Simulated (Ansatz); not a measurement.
The parent structure is CdSe in the zinc blende structure (space group F-43m, No. 216; a = 6.133 Å). Axes: x, y, z lie along the cube axes.

Structures relaxed with Ansatz (a first-principles code) r2SCAN, scalar-relativistic without spin-orbit coupling.

Base:

Simulated powder pattern, Co Kα, λ = 1.79026 Å (kinematic, ideal powder, no thermal factors, no anomalous dispersion; the 10 strongest lines at most, above 2 %, up to 2θ = 90°):

| 2θ (°) | I/Imax (%) | hkl |
|---|---|---|
| 29.29 | 100 | (111) |
| 33.94 | 3.2 | (200) |
| 48.76 | 72 | (220) |
| 57.90 | 44 | (311) |
| 71.44 | 12 | (400) |
| 79.01 | 18 | (331) |

After one change:

Simulated powder pattern, Co Kα, λ = 1.79026 Å (kinematic, ideal powder, no thermal factors, no anomalous dispersion; the 10 strongest lines at most, above 2 %, up to 2θ = 90°):

| 2θ (°) | I/Imax (%) |
|---|---|
| 28.72 | 100 |
| 29.96 | 35 |
| 47.50 | 51 |
| 49.13 | 46 |
| 56.45 | 15 |
| 57.18 | 34 |
| 58.62 | 11 |
| 70.74 | 16 |
| 76.81 | 12 |
| 89.69 | 18 |

Question: Which of these changes matches the shifts?
A) biaxial strain +0.83 %, plane normal [111], relaxed out of plane
B) biaxial strain +0.42 %, plane normal [111], relaxed out of plane
C) biaxial strain +2.50 %, plane normal [111], relaxed out of plane
D) biaxial strain +2.08 %, plane normal [111], relaxed out of plane

Answer: C, biaxial strain +2.50 %, plane normal [111], relaxed out of plane. Its volume per atom is 29.63 Å³ against 28.84 Å³, and its space group is R3m (No. 160).

No phonon test of stability was made.
